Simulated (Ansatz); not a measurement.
Consider a 16-atom supercell of GaCuSe2 in the chalcopyrite structure (space group I-42d, No. 122; a = 5.608 Å, c = 11.098 Å) at its relaxed geometry.

Level of theory: r2SCAN (Ansatz, a quantum-chemistry and plane-wave program), without spin-orbit coupling.

For the base:

| Quantity | Result |
|---|---|
| Mean distance from the defect site to its nearest host atoms | 2.41 Å |
| Pressure | 0.0 GPa |

It is then changed as follows: a neutral Cu vacancy, atoms relaxed at fixed cell, starting from a slightly rattled geometry.

Task: How does this affect the mean distance from the defect site to its nearest host atoms?

Result: The mean distance from the defect site to its nearest host atoms drops by 0.08 Å to 2.33 Å.

Task: What happens to the pressure?

Result: The pressure goes from zero to -1.6 GPa.

Task: What does the calculation give for the largest displacement of a host atom from its site in the perfect cell after the change?

Result: The largest displacement of a host atom from its site in the perfect cell comes out as 0.11 Å.

Other magnetic orders, which the real material may have, were not ruled out. In so small a cell the defect repeats every few ångströms: this is an ordered compound, not a dilute defect. The mesh was chosen for an insulator and is coarse for the gapless case. Spin-polarised in the final run: Cu vacancy; the other runs are not. The defect cell is spin-polarised and ends with 0.3 μB, a fractional moment that hangs on the mesh and smearing.
